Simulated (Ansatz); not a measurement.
**Pd: response to strain**

Base system: Pd in the fcc (Cu type) structure (space group Fm-3m, No. 225; a = 3.8777 Å; relaxed with 0.1 eV smearing).

Strains are applied to the cell and any free atomic positions relax.

Method: PBEsol (Ansatz, a quantum-chemistry and plane-wave program; PAW; 420 eV plane waves; spin-orbit coupling left out).

Candidates:
(a) isotropic strain −0.50 %
(b) isotropic strain +2.00 %
(c) isotropic strain −1.00 %
(d) isotropic strain +1.50 %
(e) isotropic strain +3.00 %

Notes on the quantities. energy relative to the base: free energy F.

Problem. Order them by energy relative to the base, highest first.

Solution. (e) isotropic strain +3.00 % (+65 meV/atom), (b) isotropic strain +2.00 % (+30 meV/atom), (d) isotropic strain +1.50 % (+17 meV/atom), (c) isotropic strain −1.00 % (+8.7 meV/atom), (a) isotropic strain −0.50 % (+2.1 meV/atom)

Whether these cells are dynamically stable was not tested. All final runs are without spin polarisation. Pd lies near a magnetic instability that expansion can trigger; it was not tested.
